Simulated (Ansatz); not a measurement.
Results of LDA (Ansatz, a program for electronic structure, PAW) for Ca₃GeO (Pm-3m, No. 221, 5 atoms in the cell; start mp-9721).

Settings: plane-wave cutoff 520 eV, 12×12×12 k mesh, Fermi–Dirac smearing 0.05 eV, scalar-relativistic PAW data made under PBE.

Cell (relaxed at this level):

```
Ca3GeO
1.0
    4.60530     0.00000     0.00000
    0.00000     4.60530     0.00000
    0.00000     0.00000     4.60530
Ca Ge O
3 1 1
Direct
  0.50000   0.50000   0.00000
  0.00000   0.50000   0.50000
  0.50000   0.00000   0.50000
  0.00000   0.00000   0.00000
  0.50000   0.50000   0.50000
```

Estimate the bulk modulus that the calculation returns.


- bulk modulus: 70.6 GPa

The run finds no gap.

Note: the bulk modulus is −V dP/dV from two relaxed cells at ±2 % in volume; the relaxation could not lower the start's symmetry, so the cell can be a saddle point above a distorted one.

Static lattice: no zero-point or thermal effects.

Cost on a shared machine: roughly 90 core-seconds.

A start named mp-… is a Materials Project structure, which need not be a measured phase.
